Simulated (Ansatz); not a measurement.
Here is the system:

End structure of the (111) surface of fcc Ni, ferromagnetic, p(2x2), one Ni site of the top plane empty (bottom of the slab: a bare face, its two planes held):

```
CELL_PARAMETERS angstrom
      4.97715     0.00000     0.00000
     -2.48857     4.31034     0.00000
      0.00000     0.00000    26.50000
ATOMIC_POSITIONS crystal
  Ni 0.16667 0.83333 0.30831
  Ni 0.16667 0.33333 0.30831
  Ni 0.66667 0.83333 0.30831
  Ni 0.66667 0.33333 0.30831
  Ni 0.33333 0.66667 0.38499
  Ni 0.33333 0.16667 0.38499
  Ni 0.83333 0.66667 0.38499
  Ni 0.83333 0.16667 0.38499
  Ni 0.50006 0.49994 0.46159
  Ni 0.50006 0.00012 0.46159
  Ni 0.99988 0.49994 0.46159
  Ni 0.00000 0.00000 0.46159
  Ni 0.66667 0.33333 0.53828
  Ni 0.66728 0.83364 0.53835
  Ni 0.16636 0.33272 0.53835
  Ni 0.16636 0.83364 0.53835
  Ni 0.83530 0.16470 0.61547
  Ni 0.83530 0.67060 0.61547
  Ni 0.32940 0.16470 0.61547
  Ni 0.33333 0.66667 0.61432
  Ni 0.99828 0.49914 0.68806
  Ni 0.50086 0.00172 0.68806
  Ni 0.50086 0.49914 0.68806
```

Set-up: 23 atoms, 10.2 Å thick at the start (thin: gaps and levels are the slab's own); mesh 9x9x1; 0.1 eV smearing; dipole correction on; 8 atoms held, the rest relaxed; held to the start's symmetry, so lower structures may exist; spin-polarised, ending with about 15.3 μB a cell; orders that need a larger cell were not tried, no spin-orbit, no U. In PBE it lies 0.08 eV a 1x1 cell over the lowest computed structure of the same composition (one row in 4 of the top plane missing).

Question: Estimate the work function of the top face that PBE in Ansatz (a first-principles code) returns for this input.

Answer: 4.67 eV
